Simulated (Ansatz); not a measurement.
The starting structures come from a database of crystals and need not be the phases stable at ambient conditions.

Inside the gap of an insulator the Bloch states are evanescent, with a wavenumber k + iκ along the transport direction.

Input:

```
FeMg2SrH8
1.0
    7.74111     0.00000     0.00000
    3.87055     6.89025     0.00000
    3.87055    -0.72475     2.11387
Sr Mg Fe H
1 2 1 8
Cartesian
  7.74111   3.08275   1.05694
 10.32147   5.40751   1.85399
  5.16074   0.75799   0.25988
  0.00000   0.00000   0.00000
  7.11837   0.53512   1.32371
  8.36384   5.63038   0.79017
  1.24547   0.88493   0.30340
 14.23675   5.28057   1.81047
  3.24782   0.51000   1.39697
 12.23439   5.65550   0.71690
 10.32147   3.61089   1.23801
  5.16074   2.55461   0.87586
```

Space group of this cell: P-3m1. The cell is taken as given; by PBEsol its mean pressure is -0.6 GPa.

Transport runs along the normal of the first two printed cell vectors, the (111) plane of the conventional cell.

The gap is the functional's own. No spin-orbit coupling. Mid-gap values are interpolated on the energy grid.

### Question
Compute, with PBEsol run with Ansatz (an electronic-structure program), the band gap and the smallest decay constant κ at mid-gap.

### Answer
Gap 1.60 eV on a 14×14×14 mesh; κ = 0.357 1/Å, at (0.000, 0.333) of the in-plane reciprocal vectors. At the zone centre, at the nearest computed energy, the slowest state has κ = 0.36 1/Å.
